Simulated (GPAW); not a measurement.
**A series of runs on BiClO (P4/nmm, 6 atoms in the cell)**

```
CELL_PARAMETERS angstrom
      3.89340     0.00000     0.00000
      0.00000     3.89340     0.00000
      0.00000     0.00000     7.49319
ATOMIC_POSITIONS crystal
  Bi 0.00000 0.50000 0.83230
  Bi 0.50000 0.00000 0.16770
  Cl 0.50000 0.00000 0.65358
  Cl 0.00000 0.50000 0.34642
  O  0.00000 0.00000 0.00000
  O  0.50000 0.50000 0.00000
```

Base run A: GPAW 25.7.0 with PBEsol, GPAW PAW datasets PBEsol (made by gpaw-setup), self-consistent single point.

Its settings: mode = pw; ecut = 950 eV; xc = PBEsol; kpts = 5 5 2; mesh shift (steps) = 0 0 0; occupations.name = fermi-dirac; occupations.width = 0.02 eV; nbands = -4; convergence.bands = -2; symmetry.symmorphic = false; symmetry.tolerance = 0.0005; maxiter = 150.

The starting cell comes from a database of computed structures (which also holds hypothetical and non-ambient phases and stackings), without a prior relaxation at this level. Spin-orbit coupling is off.

A dash stands where there is no value to compare (another energy zero or no entropy term, no result, no spin, no clean gap, or a mesh too coarse for one). 

```json
[
 {"run": "A", "change": "base", "largest force (eV/Å)": "0.052", "gap on the mesh (eV)": "2.436", "dispersion energy (eV/atom)": "–"},
 {"run": "B", "change": "dispersion: default → d3 [PBEsol-D3(0)]", "largest force (eV/Å)": "0.052", "gap on the mesh (eV)": "2.436", "dispersion energy (eV/atom)": "-0.147"},
 {"run": "C", "change": "dispersion: default → d3bj [PBEsol-D3(BJ)]", "largest force (eV/Å)": "0.052", "gap on the mesh (eV)": "2.436", "dispersion energy (eV/atom)": "-0.250"},
 {"run": "D", "change": "dispersion: default → d3bj_atm [PBEsol-D3(BJ)+ATM]", "largest force (eV/Å)": "0.055", "gap on the mesh (eV)": "2.436", "dispersion energy (eV/atom)": "-0.235"},
 {"run": "E", "change": "dispersion: default → d4 [PBEsol-D4]", "largest force (eV/Å)": "0.049", "gap on the mesh (eV)": "2.436", "dispersion energy (eV/atom)": "-0.183"}
]
```

Run C against A: The largest force stays at 0.052 eV/Å and the gap on the mesh stays at 2.436 eV.

Run D against A: The largest force moves little (0.052 to 0.055 eV/Å) and the gap on the mesh stays at 2.436 eV.

Left out of this page: 1 run of the series held back from this collection.
